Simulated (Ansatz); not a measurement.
Input and output of a relaxation of cell and atoms for La (P6_3/mmc, 4 atoms in the cell) (Ansatz, a first-principles code).

Method: PBEsol, default PAW files made with PBE (plane waves; Ansatz).

The change in words: atoms on their sites; basis.ecutwfc: 30.9 Ry → 18.4 Ry; relax: default → cell and atoms. Reference geometry:
```
CELL_PARAMETERS angstrom
      1.87557    -3.24859     0.00000
      1.87557     3.24859     0.00000
      0.00000     0.00000    12.09920
ATOMIC_POSITIONS crystal
  La 0.00000 0.00000 0.50413
  La 0.00000 0.00000 0.00000
  La 0.33333 0.66667 0.25000
  La 0.66667 0.33333 0.75000
```

Reference input (self-consistent single point, DFT, PBEsol, plane waves, default PAW files made with PBE): basis.ecutwfc = 30.9 Ry; kpoints.mp_grid.grid = 8 8 2; hamiltonian.xc = pbesol; hamiltonian.pseudopotentials = {kind: paw} (the program's default PAW files); scf.occupations.method = fermi_dirac; scf.occupations.width = 0.0073 Ry. This run's input differs from it in these lines:

Ansatz 0.2 input:
```diff
@@ -7,3 +7,3 @@
   atoms:
-    - { symbol: La, position: [0.000000, 0.000000, 0.504133] }
+    - { symbol: La, position: [0.000000, 0.000000, 0.500000] }
     - { symbol: La, position: [0.000000, 0.000000, 0.000000] }
@@ -12,3 +12,3 @@
 basis:
-  ecutwfc: 30.9 Ry
+  ecutwfc: 18.4 Ry
 kpoints:
@@ -20,2 +20,4 @@
   occupations: { method: fermi_dirac, width: 0.0073 Ry }
+relax:
+  cell: {}
 output:
```

Output (repeated stretches shortened):

```
   [... SCF lines of the steps left out ...]
relax step   1: F+E_penalty+E_count = -24644.20610862 eV  Δ(F+E_penalty+E_count) = +0.000e0 eV  max|allowed force component| = 4.626e-18 eV/Å  Δτ_max = 0.0000 Å  P = -1.806 GPa  Ω = 147.440 Å³  (6 SCF iters, dr2 threshold 1.00e-7 eV, accepted)
relax step   2: F+E_penalty+E_count = -24644.49910225 eV  Δ(F+E_penalty+E_count) = -2.930e-1 eV  max|allowed force component| = 2.660e-17 eV/Å  Δτ_max = 0.0000 Å  P = +0.409 GPa  Ω = 140.001 Å³  energy of the carried Pulay correction = +2.594e-1 eV  [...]
   [... lines left out ...]
relax step   8: F+E_penalty+E_count = -24644.28840089 eV  Δ(F+E_penalty+E_count) = -2.252e-2 eV  max|allowed force component| = 2.197e-17 eV/Å  Δτ_max = 0.0000 Å  P = -0.014 GPa  Ω = 137.713 Å³  energy of the carried Pulay correction = +2.218e-2 eV  [...]
relax step   9: F+E_penalty+E_count = -24644.27020510 eV  Δ(F+E_penalty+E_count) = +1.820e-2 eV  max|allowed force component| = 1.793e-17 eV/Å  Δτ_max = 0.0000 Å  P = -0.039 GPa  Ω = 137.713 Å³  stress off target by 4.62e-2 GPa  SCF on the basis [...]
basis re-selected at this cell: Δ(F+E_penalty+E_count) = +1.820e-2 eV, ΔP = -0.024 GPa vs the last step
the relaxation is at rest under the 24 symmetry operations that the run kept from its start: a minimum is not shown …
Stability not checked: this state was not tested for a lower state beside it, because too few of the mixer's solves of this state at the end of the SCF gave a …
Free energy (F): -24644.270205 eV
Internal energy: -24644.089146 eV  (E = F + TS)
   [... lines left out ...]
Fermi energy:    11.910068 eV
  cell:  # Å, volume = 137.7128 Å³
   [... lines left out ...]
    - [1.1762342804919054e-32, -9.747561943669132e-18, 11.86202561125279]
  atoms:
    - { symbol: La, position: [2.8888949165808538e-34, -9.62964972193618e-35, 0.5] }
    - { symbol: La, position: [8.607243764376338e-35, -1.2350959583753902e-34, 3.943186110269596e-36] }
    - { symbol: La, position: [0.3333333333333332, 0.6666666666666665, 0.25] }
    - { symbol: La, position: [0.6666666666666665, 0.3333333333333332, 0.7500000000000001] }
```

The run converged. 

Summary of the result:
Free energy E − TS (on the zero of these files): -24644.2702 eV
Fermi level (on the code's own zero): 11.91 eV
Pressure: -0.04 GPa
Final cell: a = 3.6614 Å, b = 3.6614 Å, c = 11.8620 Å, α = 90.00°, β = 90.00°, γ = 120.00°
Final volume per atom: 34.43 Å³
Relaxation steps: 9

The starting cell has typed, rounded lattice constants, without a prior relaxation at this level. Its lattice was rescaled by up to half a per cent. The relaxation keeps the symmetry of its start, so its end need not be a minimum. Ansatz's pressure includes its estimate of the finite-basis (Pulay) stress. Without the estimate this run gives -6.02 GPa. The cutoff lies below the one recommended for these files.
